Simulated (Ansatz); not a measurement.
The parent structure is TiAl$_{2}$ (space group I4_1/amd, No. 141; a cell from a computed database, its experimental status unchecked).

```xyz
12
Lattice="-1.9675 1.9675 12.0561 1.9675 -1.9675 12.0561 1.9675 1.9675 -12.0561" Properties=species:S:1:pos:R:3 pbc="T T T"
Ti     0.0000     1.9675     4.1479
Ti     0.0000     0.0000    22.2321
Ti     0.0000     0.0000     1.8801
Ti     0.0000     1.9675     7.9082
Al     0.0000     0.0000     9.9710
Al     1.9675     0.0000     3.9429
Al     1.9675     0.0000     8.1132
Al     0.0000     0.0000    14.1413
Al     0.0000     0.0000     6.0308
Al     1.9675     0.0000     0.0027
Al     1.9675     0.0000    12.0534
Al     0.0000     0.0000    18.0815
```

The values are results of plane-wave PAW DFT at the PBEsol level (Ansatz, an electronic-structure program, 420 eV), no spin-orbit coupling, not measurements.

One change was made to it. Results:

```tsv
quantity	base	after
c/a ratio	6.128	6.130
lattice parameter a	3.935 Å	3.837 Å
```

### Question
Which change produced these results?
A) pressure −1 GPa
B) pressure 1.5 GPa
C) pressure 10 GPa

### Answer
C, pressure 10 GPa. For comparison, the lattice parameter a in the other runs: pressure 1.5 GPa gives 3.918 Å; pressure −1 GPa gives 3.947 Å.

Load acts through the strain it causes; cell and atoms are relaxed under it. Whether these cells are dynamically stable was not tested. No other phases were tried under pressure. The final runs are not spin-polarised.
